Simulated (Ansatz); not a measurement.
The starting structures come from a database of crystals and need not be the phases stable at ambient conditions.

Given:

```
Li2Se
1.0
    4.20876     0.00000     0.00000
   -2.10438     3.64490     0.00000
    2.10438     1.21497     3.43644
Li Se
2 1
Direct
  0.50000   0.25000   0.25000
  0.50000   0.75000   0.75000
  0.00000   0.00000   0.00000
```

Space group of this cell: Fm-3m, anti-fluorite. The cell is taken as given; by r2SCAN its mean pressure is 0.6 GPa.

Transport runs along the normal of the first two printed cell vectors, the (111) plane of the conventional cell.

The gap is the functional's own, uncorrected, and κ follows it; spin-orbit coupling is left out. Mid-gap values are interpolated between the computed energies.

Give the band gap and the smallest decay constant κ at mid-gap that r2SCAN run with Ansatz (an electronic-structure program) yields.

Gap 3.46 eV on a 10×10×10 mesh; κ = 0.253 1/Å, at the zone centre.
